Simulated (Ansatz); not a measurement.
Fluorite CoSi2 was calculated with RPBE in Ansatz (plane waves, PAW).

Settings: plane-wave cutoff 520 eV, 18×18×18 k mesh, Fermi–Dirac smearing 0.05 eV, no spin polarisation, scalar-relativistic PAW data made under PBE.

Energies at three volumes about the minimum:

```
V (Å³/atom)  E − E_lowest (meV/atom)
-----------  -----------------------
12.788                          2.89
13.049                          0.00
13.310                          2.69
```

Task: Fit a parabola by hand: where is the minimum, what lattice constant follows, and what is the bulk modulus?

Result: Slopes: (0.00 − 2.89)/(13.049 − 12.788) = -11.073 and (2.69 − 0.00)/(13.310 − 13.049) = 10.307 meV/Å³. Curvature E″ = 2 × (10.307 − (-11.073))/(13.310 − 12.788) = 81.916 meV/Å⁶. From the middle of the first interval, the slope vanishes at V0 = 12.9185 − (-11.073)/81.916 = 13.054 Å³/atom. B = V0 E″ = 13.054 × 81.916 meV/Å³ × 0.1602 GPa per meV/Å³ = 171 GPa. With 12 atoms in the cube, a = (12 × 13.054)^(1/3) = 5.391 Å. The full Birch–Murnaghan fit to all volumes gives V0 = 13.048 Å³/atom and B0 = 171 GPa.

Measured, for comparison: lattice constant a 5.365 Å (room temperature, not corrected to a static lattice; as tabulated in Hegde and Bowen (2014), arXiv:1405.1317).

Ansatz is a program for electronic structure.
